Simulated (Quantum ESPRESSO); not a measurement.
Input and output of a self-consistent single point for SiSbPt5 (P1, 7 atoms in the cell) (Quantum ESPRESSO).

Computed with LDA (PZ), GBRV 1.5 ultrasoft (LDA) pseudopotentials (plane waves; Quantum ESPRESSO).

The change in words: atoms moved at random. Reference geometry:
```
CELL_PARAMETERS angstrom
      3.99638     0.00000     0.00000
      0.00000     3.99638     0.00000
      0.00000     0.00000     7.27309
ATOMIC_POSITIONS crystal
  Si 0.00000 0.00000 0.50000
  Sb 0.50000 0.50000 0.00000
  Pt 0.00000 0.50000 0.30040
  Pt 0.00000 0.50000 0.69960
  Pt 0.50000 0.00000 0.30040
  Pt 0.50000 0.00000 0.69960
  Pt 0.00000 0.00000 0.00000
```

Reference input (self-consistent single point, DFT, LDA (PZ), plane waves, GBRV 1.5 ultrasoft (LDA) pseudopotentials): ecutwfc = 40 Ry; ecutrho = 320 Ry; occupations = smearing; smearing = gaussian; degauss = 0.0073499 Ry; potentials = {Si: si_lda_v1.uspp.F.UPF, Sb: sb_lda_v1.4.uspp.F.UPF, Pt: pt_lda_v1.4.uspp.F.UPF}; K_POINTS = automatic 6 6 3 0 0 0; conv_thr = 1e-10 Ry. This run's input differs from it in these lines:

```diff
@@ -26,9 +26,9 @@
 ATOMIC_POSITIONS {crystal}
-Si    0.0000000000    0.0000000000    0.5000000000
-Sb    0.5000000000    0.5000000000    0.0000000000
-Pt    0.0000000000    0.5000000000    0.3004000000
-Pt    0.0000000000    0.5000000000    0.6996000000
-Pt    0.5000000000    0.0000000000    0.3004000000
-Pt    0.5000000000    0.0000000000    0.6996000000
-Pt    0.0000000000    0.0000000000    0.0000000000
+Si   -0.0022560000    0.0102600000    0.5003570000
+Sb    0.5083170000    0.5039720000    0.0014950000
+Pt   -0.0000600000    0.5016040000    0.3086520000
+Pt   -0.0150690000    0.5014440000    0.7052760000
+Pt    0.4963100000   -0.0096000000    0.2973010000
+Pt    0.5027740000   -0.0112830000    0.6860940000
+Pt    0.0099840000    0.0036030000    0.0008260000
 K_POINTS {automatic}
```

Log, with long lists cut:

```
     Self-consistent Calculation

     iteration #  1     ecut=    40.00 Ry     beta= 0.70

     negative rho (up, down):  8.173E-01 0.000E+00

     total energy              =   -1243.70756200 Ry
     estimated scf accuracy    <       9.05562527 Ry

     iteration #  2     ecut=    40.00 Ry     beta= 0.70

     negative rho (up, down):  8.403E-01 0.000E+00

     total energy              =   -1242.79638301 Ry
     estimated scf accuracy    <      26.08369404 Ry

     iteration #  3     ecut=    40.00 Ry     beta= 0.70

     negative rho (up, down):  8.520E-01 0.000E+00

     total energy              =   -1247.08366715 Ry
     estimated scf accuracy    <      12.75353050 Ry

   [... 13 blocks of this kind left out ...]

     iteration # 17     ecut=    40.00 Ry     beta= 0.70

     negative rho (up, down):  8.565E-01 0.000E+00

     total energy              =   -1248.41089840 Ry
     estimated scf accuracy    <          1.4E-10 Ry

     iteration # 18     ecut=    40.00 Ry     beta= 0.70

     negative rho (up, down):  8.565E-01 0.000E+00
     End of self-consistent calculation

     the Fermi energy is    18.4326 ev

!    total energy              =   -1248.41089840 Ry
     estimated scf accuracy    <          5.8E-11 Ry
     smearing contrib. (-TS)   =      -0.00234684 Ry
     internal energy E=F+TS    =   -1248.40855156 Ry

     convergence has been achieved in  18 iterations

     negative rho (up, down):  8.565E-01 0.000E+00

     Forces acting on atoms (cartesian axes, Ry/au):

     atom    1 type  1   force =     0.00428270   -0.01045170   -0.00293231
     atom    2 type  2   force =    -0.00062291   -0.00106617   -0.00116919
     atom    3 type  3   force =    -0.00442845   -0.00418771   -0.00921346
     atom    4 type  3   force =     0.01577963   -0.00845038    0.00157646
     atom    5 type  3   force =     0.00349280    0.00989710   -0.00502467
   [... lines left out ...]
     Total force =     0.040832     Total SCF correction =     0.000057
   [... lines left out ...]

     negative rho (up, down):  8.565E-01 0.000E+00
          total   stress  (Ry/bohr**3)                   (kbar)     P=     -118.98
  -0.00084974  -0.00001300  -0.00001337         -125.00       -1.91       -1.97
  -0.00001300  -0.00086501  -0.00001607           -1.91     -127.25       -2.36
  -0.00001337  -0.00001607  -0.00071167           -1.97       -2.36     -104.69

   JOB DONE.
```

The run converged in 18 iterations. Against the reference run the free energy rises by 8.9 meV/atom, the pressure goes from -12.66 to -11.90 GPa and the largest force goes from 0.020 to 0.785 eV/Å.

The starting cell comes from a database of computed structures (which also holds hypothetical and non-ambient phases and stackings), without a prior relaxation at this level. For this run, on top of that: atoms moved at random. Spin polarisation is off. With a pressure of about -12 GPa the cell is away from its equilibrium volume at this level.

Cost on one core of a shared machine: roughly 6 min.
